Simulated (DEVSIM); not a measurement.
**abrupt In0.53Ga0.47As n-p junction**

Structure: abrupt In0.53Ga0.47As n-p junction, at 300 K.

```tsv
layer (left to right)	material	thickness (μm)	Nd (cm⁻³)	Na (cm⁻³)	τn (s)	τp (s)
1	In0.53Ga0.47As	6.90	3.4e15	-	3.4e-10	3.4e-10
2	In0.53Ga0.47As	87.0	-	1.6e15	3.4e-11	3.4e-10
```

Left contact: ohmic. Right contact: ohmic. Voltage is applied to the left contact. Recombination: SRH at mid-gap, radiative. Mobility is constant in doping.

Constants are typed, rounded textbook-type inputs, not results; the design itself was drawn at random and stands for no fabricated device. Values at 300 K.

```
parameter      In0.53Ga0.47As
-------------  --------------
gap (eV)                 0.74
affinity (eV)            4.51
permittivity             13.9
Nc (cm⁻³)              2.1e17
Nv (cm⁻³)              7.7e18
μn (cm²/Vs)             12000
μp (cm²/Vs)               300
B (cm³/s)             9.6e-11
```

Simulated with DEVSIM: 1D drift-diffusion, Boltzmann statistics, complete ionisation; no tunnelling, impact ionisation, image-force lowering or self-heating.

* **Potential step across the device at zero bias**: 0.414 V
* **Largest field in the device at zero bias**: 10000 V/cm
* **Dark forward voltage at 1 A/cm²**: 0.315 V

Dark forward current:

```
V (V)  J (A/cm²)
-----  ---------
-0.05     -0.012
-0.10     -0.048
-0.15      -0.14
-0.25      -0.59
-0.30      -0.90
-0.35       -1.3
-0.40       -1.6
-0.45       -2.0
-0.55       -2.8
-0.60       -3.2
-0.65       -3.6
-0.70       -4.1
-0.80       -4.9
-0.85       -5.3
-0.90       -5.8
-0.95       -6.2
-1.00       -6.6
-1.10       -7.5
-1.15       -7.9
-1.20       -8.3
```

Small-signal capacitance in reverse bias (quasi-static):

```tsv
V (V)	C (nF/cm²)
0.2	13.8
0.5	11.1
1	8.87
1.5	7.59
2	6.74
3	5.65
4	4.96
5	4.47
6.5	3.95
8	3.58
10	3.22
```
